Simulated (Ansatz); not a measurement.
A self-consistent single point of InAs (Fm-3m, 2 atoms in the cell) with Ansatz (a first-principles code).

Level of theory: LDA (PW92), default PAW files made with PBE (plane waves; Ansatz).

The change in words: lattice scaled by 0.98; basis.ecutwfc: 420 eV → 630 eV. Reference geometry:
```yaml
crystal:
  lattice:
    - [0.00000, 2.89169, 2.89169]
    - [2.89169, 0.00000, 2.89169]
    - [2.89169, 2.89169, 0.00000]
  atoms:
    - { symbol: In, position: [0.50000, 0.50000, 0.50000] }
    - { symbol: As, position: [0.00000, 0.00000, 0.00000] }
```

Reference input (self-consistent single point, DFT, LDA (PW92), plane waves, default PAW files made with PBE): basis.ecutwfc = 420 eV; kpoints.mp_grid.grid = 10 10 10; hamiltonian.xc = lda; hamiltonian.pseudopotentials = {kind: paw} (the program's default PAW files); scf.occupations.method = gaussian; scf.occupations.width = 0.1 eV. This run's input differs from it in these lines:

Ansatz 0.2 input:
```diff
@@ -3,10 +3,10 @@
   lattice:
-    - [0.000000, 2.891692, 2.891692]
-    - [2.891692, 0.000000, 2.891692]
-    - [2.891692, 2.891692, 0.000000]
+    - [0.000000, 2.833858, 2.833858]
+    - [2.833858, 0.000000, 2.833858]
+    - [2.833858, 2.833858, 0.000000]
   atoms:
-    - { symbol: In, position_ang: [2.891692, 2.891692, 2.891692] }
+    - { symbol: In, position_ang: [2.833858, 2.833858, 2.833858] }
     - { symbol: As, position_ang: [0.000000, 0.000000, 0.000000] }
 basis:
-  ecutwfc: 420.0
+  ecutwfc: 630.0
 kpoints:
```

Output (repeated stretches shortened):

```
SCF iter   1: F=—  HF=-10230.997428 eV  |F-HF|=—  |Δ(HF+E_count)|=         —  Δρ=7.68e-3  dr2=1.84e-2  ethr=1.77e-3  ⟨swp⟩=5.6  Hψ=4169  notcnv=0
all-band conjugate gradients solve this SCF's bands
preconditioner: auto → Kerker (q_TF=auto, 2.516 Å⁻¹)
SCF iter   2: F=—  HF=-10230.991553 eV  |F-HF|=—  |Δ(HF+E_count)|=   5.87e-3  Δρ=4.25e-3  dr2=6.16e-3  ethr=6.58e-5  ⟨swp⟩=1.1  Hψ=1262  notcnv=0
SCF iter   3: F=—  HF=-10230.989769 eV  |F-HF|=—  |Δ(HF+E_count)|=   1.78e-3  Δρ=8.30e-4  dr2=4.83e-4  ethr=2.20e-5  ⟨swp⟩=2.0  Hψ=1094  notcnv=0
SCF iter   4: F=—  HF=-10230.989634 eV  |F-HF|=—  |Δ(HF+E_count)|=   1.35e-4  Δρ=3.46e-4  dr2=5.64e-5  ethr=1.72e-6  ⟨swp⟩=2.0  Hψ=1503  notcnv=0
SCF iter   5: F=—  HF=-10230.989614 eV  |F-HF|=—  |Δ(HF+E_count)|=   2.01e-5  Δρ=7.96e-5  dr2=2.89e-6  ethr=2.02e-7  ⟨swp⟩=2.0  Hψ=1468  notcnv=0
SCF iter   6: F=—  HF=-10230.989614 eV  |F-HF|=—  |Δ(HF+E_count)|=   3.65e-7  Δρ=2.50e-5  dr2=2.04e-7  ethr=1.03e-8  ⟨swp⟩=2.0  Hψ=1504  notcnv=0
SCF iter   7: F=-10230.989614 eV  HF=-10230.989614 eV  |F-HF|=1.76e-9  |Δ(HF+E_count)|=   7.44e-8  Δρ=5.20e-6  dr2=7.88e-9  ethr=3.57e-10  ⟨swp⟩=5.8  Hψ=3660  notcnv=0
SCF 1 converged in 7 iterations: F = -10230.989614 eV  dr2 = 7.88e-9
Free energy (F): -10230.989614 eV
Internal energy: -10230.986673 eV  (E = F + TS)
E sigma→0 (E₀):  -10230.988143 eV
Entropy (-TS):   -0.002941 eV (-1.471 meV/atom)
Fermi energy:    10.151542 eV
--- Forces (eV/Å), atoms counted from 1 ---
  atom   1  In     0.00000000     0.00000000     0.00000000
  atom   2  As    -0.00000000     0.00000000     0.00000000
--- Stress (GPa, compression-positive) ---
       -2.617266       0.000000       0.000000
       -0.000000      -2.617266       0.000000
       -0.000000      -0.000000      -2.617266
  P = ⅓ Tr σ = -2.6173 GPa (-26.173 kbar)
  The stress holds the Pulay correction. Without it, at fixed plane waves, as pw.x and ABINIT print it: P = -2.6230 GPa
```

The run converged in 7 iterations. Against the reference run the free energy goes down by 40.2 meV/atom and the pressure goes from -5.97 to -2.62 GPa.

The starting cell comes from a database of computed structures (which also holds hypothetical and non-ambient phases and stackings), without a prior relaxation at this level. Its lattice was rescaled by up to half a per cent. For this run, on top of that: lattice scaled by 0.98. Ansatz's pressure includes its estimate of the finite-basis (Pulay) stress. The run gives no clean gap (levels at the Fermi energy touch, overlap or are partly filled at this smearing), which alone does not show that the compound is a metal.
